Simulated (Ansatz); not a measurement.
The parent structure is CdF₂ in the fluorite structure (space group Fm-3m, No. 225; a = 5.384 Å).

The values are results of PBEsol (Ansatz, a first-principles code; PAW; 420 eV plane waves; no SOC), not measurements.

For the base:

```
Property              Result
-------------------  -------
Smallest direct gap  3.43 eV
```

The change: an isotropic linear strain of +1.00 %, atoms relaxed at fixed cell.

### Question
What does the calculation give for the smallest direct gap after the change?

### Answer
The smallest direct gap shrinks by 0.07 eV (3.43 eV → 3.36 eV).

### Question
Predict the new mean gap deformation potential ΔEg/Δln V.

### Answer
The mean gap deformation potential ΔEg/Δln V is -3.4 eV.

Stability against distortions was not tested.
